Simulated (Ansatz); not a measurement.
Start from Ti in the hcp (Mg type) structure (space group P6_3/mmc, No. 194; a = 2.937 Å, c = 4.641 Å; relaxed with 0.1 eV smearing). Axes: x lies along a and z along c of the hexagonal cell.

Computed with Ansatz (a quantum-chemistry and plane-wave program) r2SCAN, scalar-relativistic without spin-orbit coupling, earlier PAW set.

For the base:

- Pressure: 0.0 GPa

It is then changed as follows: biaxial strain −2.07 %, plane normal [001], relaxed out of plane (Cartesian); in-plane vectors clamped, the third vector and the atoms free.

Task: How does this affect the out-of-plane strain?

Result: The out-of-plane strain amounts to +1.64 %.

Task: Predict the new pressure.

Result: The pressure (mean of the normal stresses, compression positive) goes from zero to 3.1 GPa.

No phonon test of stability was made. All final runs are without spin polarisation.
